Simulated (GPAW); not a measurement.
A user runs GPAW on Ba3Zn2As4 (C2/m, 9 atoms in the cell) and asks whether the run is sound. The aim is a self-consistent single point with DFT PBEsol, plane waves, GPAW PAW datasets PBEsol (made by gpaw-setup).

Input:

```python
from ase import Atoms
from ase.units import GPa
from gpaw import GPAW, PW

atoms = Atoms(['Ba', 'Ba', 'Ba', 'Zn', 'Zn', 'As', 'As', 'As', 'As'],
              cell=[[8.508000, -2.248980, 0.000000],
                    [8.508000, 2.248980, 0.000000],
                    [-2.874484, 0.000000, 6.687292]],
              positions=[[13.364799, 0.000000, 2.783117],
                         [0.776717, 0.000000, 3.904175],
                         [0.000000, 0.000000, 0.000000],
                         [8.656426, 0.000000, 6.427959],
                         [5.485090, 0.000000, 0.259333],
                         [11.101339, -0.000000, 5.610370],
                         [3.040177, -0.000000, 1.076922],
                         [6.757574, 0.000000, 4.546890],
                         [7.383942, 0.000000, 2.140402]],
              pbc=True)

calc = GPAW(mode=PW(150),
            xc='PBEsol',
            kpts={'size': (4, 4, 3), 'gamma': True},
            occupations={'name': 'methfessel-paxton', 'width': 0.272, 'order': 1},
            nbands=-17,
            symmetry={'symmorphic': False, 'tolerance': 0.0005},
            maxiter=120)

atoms.calc = calc

energy = atoms.get_potential_energy()
print('Energy (eV):', round(energy, 6))
forces = atoms.get_forces()
print('Forces (eV/Ang):')
print(forces.round(5))
stress = atoms.get_stress()
print('Stress (GPa, Voigt):', (stress / GPa).round(4))
```

Log, with long lists cut:

```
Input parameters:
  kpts: {gamma: True,
         size: (4, 4, 3)}
  maxiter: 120
  mode: {ecut: 150.0,
         name: pw}
  nbands: -17
  occupations: {name: methfessel-paxton,
                order: 1,
                width: 0.272}
  symmetry: {symmorphic: False,
             tolerance: 0.0005}
   [... lines left out ...]

Atomic positions and initial magnetic moments

Positions:
   0 Ba    13.364799    0.000000    2.783117    ( 0.0000,  0.0000,  0.0000)
   1 Ba     0.776717    0.000000    3.904175    ( 0.0000,  0.0000,  0.0000)
   2 Ba     0.000000    0.000000    0.000000    ( 0.0000,  0.0000,  0.0000)
   3 Zn     8.656426    0.000000    6.427959    ( 0.0000,  0.0000,  0.0000)
   4 Zn     5.485090    0.000000    0.259333    ( 0.0000,  0.0000,  0.0000)
   5 As    11.101339   -0.000000    5.610370    ( 0.0000,  0.0000,  0.0000)
   6 As     3.040177   -0.000000    1.076922    ( 0.0000,  0.0000,  0.0000)
   7 As     6.757574    0.000000    4.546890    ( 0.0000,  0.0000,  0.0000)
   8 As     7.383942    0.000000    2.140402    ( 0.0000,  0.0000,  0.0000)

Unit cell:
           periodic     x           y           z      points  spacing
  1. axis:    yes    8.508000   -2.248980    0.000000    25     0.1729
  2. axis:    yes    8.508000    2.248980    0.000000    25     0.1729
  3. axis:    yes   -2.874484    0.000000    6.687292    21     0.3184

  Lengths:   8.800226   8.800226   7.278910
  Angles:  112.444748 112.444748  29.613464

Effective grid spacing dv^(1/3) = 0.2692
     iter     time        total  log10-change:
                         energy   eigst   dens
iter:   1 --:--:--   -30.133559
iter:   2 --:--:--   -29.716185   -1.75  -1.16
iter:   3 --:--:--   -28.414200   -1.78  -1.20
iter:   4 --:--:--   -28.797566   -2.08  -1.42
iter:   5 --:--:--   -28.398090   -2.28  -1.66
iter:   6 --:--:--   -28.388572   -3.73  -1.87
iter:   7 --:--:--   -28.364340c  -3.15  -1.99
iter:   8 --:--:--   -28.371154c  -3.28  -2.35
iter:   9 --:--:--   -28.357929c  -3.44  -2.45
iter:  10 --:--:--   -28.353564c  -4.64  -2.73
iter:  11 --:--:--   -28.353286c  -5.81  -2.94
   [... 3 lines left out ...]
iter:  15 --:--:--   -28.352939c  -6.25  -3.30
iter:  16 --:--:--   -28.352925c  -6.73  -3.37
iter:  17 --:--:--   -28.352922c  -7.05  -3.44
iter:  18 --:--:--   -28.352979c  -6.69  -3.52
iter:  19 --:--:--   -28.352975c  -8.03c -3.65
iter:  20 --:--:--   -28.352955c  -7.01  -3.69
iter:  21 --:--:--   -28.352950c  -7.90c -3.97
iter:  22 --:--:--   -28.352934c  -7.10  -4.10c
iter:  23 --:--:--   -28.352936c  -8.21c -4.27c
Converged after 23 iterations.

Dipole moment: (-0.000000, 0.000000, -0.000000) |e|*Ang

Energy contributions relative to reference atoms: (reference = -1007055.447618)

Kinetic:         +1.009539
Potential:       +8.819421
External:        +0.000000
XC:             -42.293285
Entropy (-ST):   -0.014672
Local:           +4.121171
SIC:             +0.000000
--------------------------
Free energy:    -28.357826
Extrapolated:   -28.352936

Showing only first 2 kpts
 Kpt  Band  Eigenvalues  Occupancy
  0    35      5.87531    2.02339
  0    36      5.95934    2.04921
  0    37      7.18074   -0.00028
  0    38      7.22562   -0.00011

  1    35      5.85607    2.01894
  1    36      6.35313    1.19974
  1    37      6.36591    1.12147
  1    38      7.51247   -0.00000

   [... lines left out ...]
Fermi level: 6.38549
No gap
   [... lines left out ...]
  5 As    0.00859    0.00000    0.01401
  6 As   -0.00859    0.00000   -0.01401
  7 As   -0.01013    0.00000    0.06007
  8 As    0.01013    0.00000   -0.06007

Stress tensor:
     0.267334    -0.000000    -0.000119
    -0.000000     0.268885    -0.000000
    -0.000119    -0.000000     0.263625
Stress (GPa, Voigt): [ 4.28316e+01  4.30802e+01  4.22374e+01 -0.00000e+00 -1.90000e-02
 -0.00000e+00]
```

Question: Is this run sound? If not, what is wrong?

Answer: The run is not sound. The fault is a basis or grid far too coarse for these potentials. The error of an incomplete plane-wave basis or grid does not cancel at such settings. To fix it, restore the cutoff that the potentials need and check convergence. The run converged in 23 iterations without an error; against the sound input the free energy rises by 1.04 eV/atom, the pressure goes from -1.83 to -42.72 GPa and the largest force goes from 0.118 to 0.282 eV/Å.

An input that runs soundly differs in these lines (not the only fix; some lines may just follow from the change or write a value another way):
```diff
-calc = GPAW(mode=PW(150),
+calc = GPAW(mode=PW(800),
```

With that input, the run converged in 18 iterations: free energy E − TS (from the program's reference atoms) -37.6807 eV; Fermi level (on the code's own zero) 6.38 eV; pressure -1.83 GPa; largest force (vector length) 0.118 eV/Å (DFT PBEsol, plane waves, GPAW PAW datasets PBEsol (made by gpaw-setup)).

On the sound input: the starting cell comes from a database of computed structures (which also holds hypothetical and non-ambient phases and stackings), without a prior relaxation at this level. The run gives no clean gap (levels at the Fermi energy touch, overlap or are partly filled at this smearing), which alone does not show that the compound is a metal. Without a gap this mesh is coarse (it stands for a supercell whose shortest vector is 18 Å).
